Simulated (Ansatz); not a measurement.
Structures of equal composition on the (0001) surface of hcp Ru: a pseudomorphic layer of W in the host's stacking; a pseudomorphic layer of W in the other hollow. The slabs share one bottom face, and each structure is named by its start. These are constructed structures in small cells; real faces may alloy, dewet or reconstruct in larger ones, and not all known structures of the face are among them. Slabs of about 11 Å, Fermi-Dirac smearing of 0.1 eV. Bottom of the slabs: a bare face, its two planes held. Relaxed from the named starts with such symmetry as they have, on meshes of like density; energies extrapolated to zero smearing; spin only where a row says so; no spin-orbit coupling, no U. Brackets mark spin-polarised runs, whose order is one that fits the cell.

The numbers are results of PBE (plane waves to 420 eV, PAW; Ansatz, a quantum-chemistry and plane-wave program), not measurements.

Q: Order them by energy per 1x1 cell (lowest first) at the level PBE.

A: a pseudomorphic layer of W in the host's stacking (0.000 eV), a pseudomorphic layer of W in the other hollow (0.061 eV)
